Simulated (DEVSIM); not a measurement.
Structure: TaN/Al2O3/p-Si capacitor, at 250 K.

Layer 1 from the left is Al2O3, thickness (nm) 2.30. Layer 2 from the left is Si, thickness (nm) 9900, Na (cm⁻³) 3.4e15.

Metal gate on the left, work function 4.4 eV. Fixed charge at the semiconductor interface 1e12 cm⁻² (in units of +e); no interface traps.

This is a model device: material constants are rounded textbook-type values typed into the input, and sizes, dopings and lifetimes were drawn at random. Values at 300 K; Nc and Nv go as T^1.5, mobilities as T to minus their exponent, the gap by Varshni's rule with the affinity fixed.

Al2O3: gap (eV) 6.8, affinity (eV) 1.35, permittivity 9. Si: gap (eV) 1.124, affinity (eV) 4.05, permittivity 11.7, Nc (cm⁻³) 2.86e19, Nv (cm⁻³) 3.1e19, Varshni α (eV/K) 0.000473, Varshni β (K) 636.

Task: Estimate by hand the flat-band voltage, the threshold voltage, and compare with a numerical solution.

Result: 
- Flat-band voltage: C = 3.46 μF/cm², work-function difference -0.596 V; VFB = φms − qNf/C = -0.64 V; numerical -0.64 V.
- Threshold voltage: φF = 0.378 V, depletion charge √(4εqNφF) = 2.92e-8 C/cm²; VT = VFB + 2φF + Qd/C = 0.12 V; numerical 0.12 V.

Simulated with DEVSIM: 1D Poisson equation in equilibrium, Boltzmann statistics, complete ionisation; no quantum confinement or tunnelling. Metal contacts follow the ideal Schottky-Mott rule: no Fermi-level pinning, no interface dipoles.
